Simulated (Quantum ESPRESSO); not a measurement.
Quantum ESPRESSO is run on Ta2H (C222, 3 atoms in the cell), and the run fails. The aim is a self-consistent single point with DFT, PBEsol, plane waves, PSlibrary ultrasoft (PBE) pseudopotentials.

Cell that was meant: a = 2.9395 Å, b = 2.9395 Å, c = 4.7743 Å, α = 90.00°, β = 90.00°, γ = 71.92°.

Part of the input:

```fortran
/
ATOMIC_SPECIES
Ta   180.9479  Ta.pbe-spn-rrkjus_psl.1.0.0.UPF
H      1.0080  H.pbe.UPF
ATOMIC_POSITIONS {angstrom}
Ta   -0.86308650    1.18964800   -1.26312941
Ta   -0.86308650   -1.18964800   -3.51114359
```

The program printed (abridged):

```
 %%%%%%%%%%%%%%%%%%%%%%%%%%%%%%%%%%%%%%%%%%%%%%%%%%%%%%%%%%%%%%%%%%%%%%%%%%%%%%
     Error in routine readpp (1):
     file ./H.pbe.UPF not found
 %%%%%%%%%%%%%%%%%%%%%%%%%%%%%%%%%%%%%%%%%%%%%%%%%%%%%%%%%%%%%%%%%%%%%%%%%%%%%%

     stopping ...
```

Q: Read the log: what does the program object to, and what is the fix?

A: The fault is a potential or basis that cannot be found. The input names a file or set that is not where the program looks, or that does not exist under that name. To fix it, correct the name or place the file. The program stopped before any SCF iteration.

The sound input it was made from differs as follows (other fixes are possible):
```diff
-H      1.0080  H.pbe.UPF
+H      1.0080  H.pbe-rrkjus_psl.1.0.0.UPF
```

With that input, the run converged in 10 iterations: free energy E − TS -3825.2237 eV; Fermi level (on the code's own zero) 17.28 eV; pressure -6.89 GPa; largest force (vector length) 0.012 eV/Å (DFT, PBEsol, plane waves, PSlibrary ultrasoft (PBE) pseudopotentials).

On the sound input: the starting cell comes from a database of computed structures (which also holds hypothetical and non-ambient phases and stackings), without a prior relaxation at this level. Its lattice was rescaled by a random factor within 2.5 % of one. Spin polarisation is off. With a pressure of about -7 GPa the cell is away from its equilibrium volume at this level.
